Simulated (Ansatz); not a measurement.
Abridged Ansatz (a program for electronic structure) output:

```
Pseudopotential: V, paw, valence charge 13
Crystal: 1 atoms, lattice volume = 12.950 Å³
Basis set: ecut = 420 eV, 249 PW (Γ), exchange–correlation on 36×36×36 points (8 copies of the dense FFT grid, shifted against one another)
Bands: 11, of which v1, the nominal top of the filled ones, is band 7 counted from 1 (6 counted from 0)
Symmetry: 48 space group operations
k-points: 328 of 10648
Functional: x = pbesol(κ = 0.804, μ = 0.12345679012345678), c = pbesol(β = 0.046)
SCF iter   1: F=—  HF=-2885.298489 eV  |F-HF|=—  |Δ(HF+E_count)|=         —  Δρ=1.00e-2  dr2=6.84e-3  ethr=1.77e-3  ⟨swp⟩=4.0  Hψ=17808  notcnv=0
SCF iter   2: F=—  HF=-2885.296956 eV  |F-HF|=—  |Δ(HF+E_count)|=   1.53e-3  Δρ=4.25e-3  dr2=1.35e-3  ethr=5.26e-5  ⟨swp⟩=3.0  Hψ=9637  notcnv=0  defer=27
SCF 1 converged in 6 iterations: F = -2885.296596 eV  dr2 = 9.13e-11
SCF converged after 6 iterations
Free energy (F): -2885.296596 eV
Internal energy: -2885.282231 eV  (E = F + TS)
E sigma→0 (E₀):  -2885.289413 eV
Entropy (-TS):   -0.014365 eV (-14.365 meV/atom)
Fermi energy:    17.165083 eV
--- Forces (eV/Å), atoms counted from 1 ---
  atom   1  V     -0.00000000    -0.00000000    -0.00000000
--- Stress (GPa, compression-positive) ---
        0.000065       0.000000       0.000000
        0.000000       0.000065      -0.000000
       -0.000000       0.000000       0.000065
  P = ⅓ Tr σ = 0.0001 GPa (0.001 kbar)
```

Q: What was computed, and what are the main results?

A: V, 1 atom in the cell, with Kohn–Sham DFT with the PBEsol functional, run in Ansatz with PAW and 420 eV plane waves, scalar-relativistic without spin-orbit coupling. The last SCF converged to F = -2885.296596 eV, or -2885.2966 eV per atom, at a pressure of 0.00 GPa. The total energy compares only with runs of the same code, potentials and settings.

Stability against distortions was not tested. Seeded moments were not kept for Ta → V. All final runs are without spin polarisation. The cell was made from Ta by this change: Ta → V.
